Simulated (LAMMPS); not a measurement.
MD of Ag (fcc) with 50 % of Ag sites Au at zero pressure over temperature, 4000 atoms; each row names its start.

Model: classical MD, pair style eam, the elements' _u3.eam files (universal-3 set of Foiles, Baskes and Daw) (LAMMPS).

```csv
"T (K), start",state,volume,enthalpy,"first peak of g(r), Ag-Au",coordination number of Ag by Au,D(Ag),D(Au)
"300, crystal",crystal; no diffusion seen in 30 ps,17.1868 ± 0.0001 Å³/atom,-3.3387 ± 0.0001 eV/atom,"2.88 Å, height 7.4",6.05 (counted to 3.50 Å),-,-
"900, crystal",crystal; no diffusion seen in 30 ps,17.7587 ± 0.0005 Å³/atom,-3.1694 ± 0.0001 eV/atom,"2.87 Å, height 4.1",6.05 (counted to 3.58 Å),-,-
"1220, melt",liquid,19.102 ± 0.002 Å³/atom,-2.9529 ± 0.0003 eV/atom,"2.79 Å, height 2.9",6.52 (counted to 3.90 Å),(2.52 ± 0.08) × 10^-5 cm²/s,(2.60 ± 0.03) × 10^-5 cm²/s
"1480, melt",liquid,19.671 ± 0.007 Å³/atom,-2.8610 ± 0.0007 eV/atom,"2.77 Å, height 2.7",6.57 (counted to 3.98 Å),(4.30 ± 0.05) × 10^-5 cm²/s,(4.3 ± 0.1) × 10^-5 cm²/s
"1800, melt",liquid,20.423 ± 0.005 Å³/atom,-2.7522 ± 0.0003 eV/atom,"2.75 Å, height 2.5",6.20 (counted to 3.94 Å),(7.0 ± 0.2) × 10^-5 cm²/s,(6.82 ± 0.07) × 10^-5 cm²/s
```

Caution (rows 300, crystal; 900, crystal): the random arrangement on this lattice is imposed, and need not be a phase that exists in equilibrium.

Caution (rows 900, crystal; 1220, melt; 1480, melt; 1800, melt): a run this short can hold a crystal over, or a liquid under, the potential's own melting point, which these runs don't give.

States go by the mean squared displacement: a species diffuses where it passes 1.5 Å², still rises and gives D over 1e-6 cm²/s; a crystal has left its structure where atoms lie 0.35 Å off their sites on average or a cubic box changes its shape by 3 %, or the axial ratios of another lie 8 % off the starting cell's, which the potential's own relaxation can also do.

Errors of D are the spread over four groups of atoms in one short run; a floor of about 5 %, a picked value, is safer.

The ± values are statistical; the model's systematic error is not in them.
